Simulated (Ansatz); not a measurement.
# Quick settings and what they miss: Ga₂O₃ (C2/m, 10 atoms in the cell)

Self-consistent single point.

```yaml
crystal:
  lattice:
    - [6.00883, -1.49118, 0.00000]
    - [6.00883, 1.49118, 0.00000]
    - [-1.35451, 0.00000, 5.52943]
  atoms:
    - { symbol: Ga, position: [0.34116, 0.34116, 0.68527] }
    - { symbol: Ga, position: [0.65884, 0.65884, 0.31473] }
    - { symbol: Ga, position: [0.90953, 0.90953, 0.20521] }
    - { symbol: Ga, position: [0.09047, 0.09047, 0.79479] }
    - { symbol: O, position: [0.50353, 0.50353, 0.74334] }
    - { symbol: O, position: [0.49647, 0.49647, 0.25666] }
    - { symbol: O, position: [0.82663, 0.82663, 0.43677] }
    - { symbol: O, position: [0.17337, 0.17337, 0.56323] }
    - { symbol: O, position: [0.16450, 0.16450, 0.10915] }
    - { symbol: O, position: [0.83550, 0.83550, 0.89085] }
```

Level of theory: PBE, PAW files (plane waves; Ansatz, a program for electronic structure).

Base settings: basis.ecutwfc = 420 eV; kpoints.mp_grid.grid = 6 6 3; hamiltonian.xc = pbe; hamiltonian.pseudopotentials = {kind: paw} (the program's default PAW files); scf.occupations.method = fixed.

Tight run (finer mesh or higher cutoff; not a proven limit): basis.ecutwfc: 420 eV → 590 eV; kpoints.mp_grid.grid: 6 6 3 → 9 9 5; scf.convergence.dr2_threshold: default (1e-07 eV) → 1e-09 eV. It gave top of the valence band (on the code's own zero) 8.94 eV; gap on the k-point mesh 2.92 eV; pressure 22.44 GPa; largest force (vector length) 0.539 eV/Å.

Quick runs, as changes from the base:
- A: the base itself
- B: basis.ecutwfc: 420 eV → 250 eV; kpoints.mp_grid.grid: 6 6 3 → 1 1 1; scf.occupations.method: fixed → methfessel_paxton; kpoints.mp_grid.shift: default → 0.5 0.5 0.5; scf.occupations.width: default → 0.2 eV
- C: basis.ecutwfc: 420 eV → 335 eV; kpoints.mp_grid.grid: 6 6 3 → 2 2 2; scf.occupations.method: fixed → methfessel_paxton; scf.occupations.width: default → 0.272 eV; scf.convergence.dr2_threshold: default (1e-07 eV) → 0.001 eV
- D: basis.ecutwfc: 420 eV → 210 eV; kpoints.mp_grid.grid: 6 6 3 → 2 2 2; scf.occupations.method: fixed → gaussian; scf.occupations.width: default → 0.136 eV
- E: kpoints.mp_grid.grid: 6 6 3 → 4 4 4; scf.occupations.method: fixed → methfessel_paxton; scf.occupations.width: default → 0.136 eV
- F: basis.ecutwfc: 420 eV → 295 eV; kpoints.mp_grid.grid: 6 6 3 → 4 4 4; scf.occupations.method: fixed → cold; scf.occupations.width: default → 0.272 eV

Gaps are read on each run's own mesh, which may miss the band edges.

The count of work is k-points × plane waves × bands × iterations; it is no time. 

Pressures in the table are Ansatz's without its Pulay estimate, at a fixed set of plane waves; the tight run's value above holds the estimate.

The starting cell comes from a database of computed structures (which also holds hypothetical and non-ambient phases and stackings), without a prior relaxation at this level. Its lattice was rescaled by a random factor within 2.5 % of one. In the base run, with a pressure of about 22 GPa the cell is away from its equilibrium volume at this level.

```csv
run,energy less tight (meV/atom),pressure less tight (GPa),largest miss in a force vector (eV/Å),gap on the mesh less tight (eV),count of work / tight
A,3.3,-0.45,0.002,0.002,0.16
B,2155.9,-92.33,1.979,2.651,0.0018
C,159.5,-7.67,0.163,-0.054,0.013
D,4511.8,-296.42,1.045,-0.547,0.0093
E,4.8,-0.44,0.003,0.001,0.11
F,272.0,-29.21,0.178,-0.068,0.062
```

Among the runs at the tight run's level, the energy misses run from 3.3 to 4511.8 meV/atom.

Keys are those of Ansatz 0.2.
